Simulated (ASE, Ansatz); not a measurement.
A thermal frame of composition Li9Si7, cell Li36Si28, first heated far above this temperature, then brought to it, at a temperature that wasn't checked against the liquidus, so perhaps supercooled [in the CHGNet run: it was liquid; mean temperature 961 K (target 970 K); density 1.46 g/cm³, volume +8 % from the start cell's], from MD with the machine-learned potential CHGNet 0.3.0 in ASE at 970 K. Calculation: PBE (plane waves, PAW; Ansatz, a quantum-chemistry and plane-wave program).

```
Quantity                                           Value
-----------------  -------------------------------------
plane-wave cutoff                                 420 eV
k-points                      one point, (1/4, 1/4, 1/4)
Fermi-Dirac width                               0.086 eV
spin               not polarised; no spin-orbit coupling
```

A check of the k-sampling: on the last frame of the same run a denser mesh moved the PBE forces by 0.045 eV/Å rms, the static pressure by 0.00 GPa and the free energy by 3 meV/atom. CHGNet's forces on these frames are only 0.79 times the DFT ones, so the atoms are displaced more than DFT's own dynamics would at this temperature.

```yaml
crystal:
  lattice:
    - [10.55414, 0.00000, 0.00000]
    - [0.00000, 10.55414, 0.00000]
    - [0.00000, 0.00000, 10.55414]
  atoms:
    - { symbol: Li, position: [0.73216, 0.69488, 0.62489] }
    - { symbol: Li, position: [0.26577, 0.19501, 0.61728] }
    - { symbol: Li, position: [0.00062, 0.02175, 0.52590] }
    - { symbol: Li, position: [0.32236, 0.03241, 0.36238] }
    - { symbol: Li, position: [0.81351, 0.12461, 0.39895] }
    - { symbol: Li, position: [0.37522, 0.99568, 0.74577] }
    - { symbol: Li, position: [0.45341, 0.62559, 0.60425] }
    - { symbol: Li, position: [0.96491, 0.03256, 0.84629] }
    - { symbol: Li, position: [0.87357, 0.22753, 0.03539] }
    - { symbol: Li, position: [0.45927, 0.27598, 0.43571] }
    - { symbol: Li, position: [0.44672, 0.30187, 0.14474] }
    - { symbol: Li, position: [0.44438, 0.31881, 0.72877] }
    - { symbol: Li, position: [0.02921, 0.44908, 0.00407] }
    - { symbol: Li, position: [0.78409, 0.43936, 0.73515] }
    - { symbol: Li, position: [0.15976, 0.20882, 0.17059] }
    - { symbol: Li, position: [0.21407, 0.78819, 0.83326] }
    - { symbol: Li, position: [0.89120, 0.38313, 0.50925] }
    - { symbol: Li, position: [0.05602, 0.77216, 0.33107] }
    - { symbol: Li, position: [0.80370, 0.68651, 0.18372] }
    - { symbol: Li, position: [0.07197, 0.97677, 0.18914] }
    - { symbol: Li, position: [0.14385, 0.59811, 0.54290] }
    - { symbol: Li, position: [0.10120, 0.71093, 0.05342] }
    - { symbol: Li, position: [0.37429, 0.66194, 0.97403] }
    - { symbol: Li, position: [0.77268, 0.93959, 0.65009] }
    - { symbol: Li, position: [0.50095, 0.88616, 0.55758] }
    - { symbol: Li, position: [0.12105, 0.33873, 0.79272] }
    - { symbol: Li, position: [0.53612, 0.59555, 0.32810] }
    - { symbol: Li, position: [0.58909, 0.88009, 0.30519] }
    - { symbol: Li, position: [0.47616, 0.11026, 0.02040] }
    - { symbol: Li, position: [0.98579, 0.78664, 0.65836] }
    - { symbol: Li, position: [0.61589, 0.32423, 0.94373] }
    - { symbol: Li, position: [0.66513, 0.32316, 0.33458] }
    - { symbol: Li, position: [0.70340, 0.80803, 0.00683] }
    - { symbol: Li, position: [0.85700, 0.62073, 0.88075] }
    - { symbol: Li, position: [0.19246, 0.53982, 0.28974] }
    - { symbol: Li, position: [0.60424, 0.07192, 0.83635] }
    - { symbol: Si, position: [0.20938, 0.84864, 0.55297] }
    - { symbol: Si, position: [0.35417, 0.77594, 0.39412] }
    - { symbol: Si, position: [0.46769, 0.88651, 0.99170] }
    - { symbol: Si, position: [0.26020, 0.99042, 0.98616] }
    - { symbol: Si, position: [0.52388, 0.78916, 0.79165] }
    - { symbol: Si, position: [0.06942, 0.22369, 0.43090] }
    - { symbol: Si, position: [0.25339, 0.84709, 0.18234] }
    - { symbol: Si, position: [0.81619, 0.62088, 0.41224] }
    - { symbol: Si, position: [0.28655, 0.20724, 0.92300] }
    - { symbol: Si, position: [0.92815, 0.28258, 0.26636] }
    - { symbol: Si, position: [0.87693, 0.98282, 0.25467] }
    - { symbol: Si, position: [0.51318, 0.10878, 0.56663] }
    - { symbol: Si, position: [0.27393, 0.52730, 0.77946] }
    - { symbol: Si, position: [0.85387, 0.84137, 0.43824] }
    - { symbol: Si, position: [0.60880, 0.56826, 0.07158] }
    - { symbol: Si, position: [0.78883, 0.20806, 0.76722] }
    - { symbol: Si, position: [0.95439, 0.50222, 0.28456] }
    - { symbol: Si, position: [0.54542, 0.11244, 0.33050] }
    - { symbol: Si, position: [0.67001, 0.08417, 0.15801] }
    - { symbol: Si, position: [0.62977, 0.27828, 0.59819] }
    - { symbol: Si, position: [0.80076, 0.45938, 0.11139] }
    - { symbol: Si, position: [0.26458, 0.28084, 0.38439] }
    - { symbol: Si, position: [0.30679, 0.41177, 0.94490] }
    - { symbol: Si, position: [0.29118, 0.43513, 0.54856] }
    - { symbol: Si, position: [0.07029, 0.61348, 0.81667] }
    - { symbol: Si, position: [0.65363, 0.49471, 0.52813] }
    - { symbol: Si, position: [0.62397, 0.59809, 0.85659] }
    - { symbol: Si, position: [0.97927, 0.20262, 0.61880] }
```

**Question.** Give the forces on atoms 1, 4, 5, 7, 15, 26, 39, 52, 56, 57 (eV/Å), the static pressure (no kinetic part).

**Answer.** 
```csv
atom,Fx Fy Fz
Li1,-0.267 -0.047 0.377
Li4,-0.313 -0.161 0.182
Li5,-0.906 0.684 1.104
Li7,-0.242 -0.033 0.161
Li15,0.039 0.291 -0.302
Li26,-0.341 -0.089 -0.483
Si39,-0.454 -0.255 0.006
Si52,0.267 -0.460 -0.703
Si56,2.376 1.174 0.926
Si57,0.387 -0.514 -0.528
```
static pressure (no kinetic part): 0.60 GPa
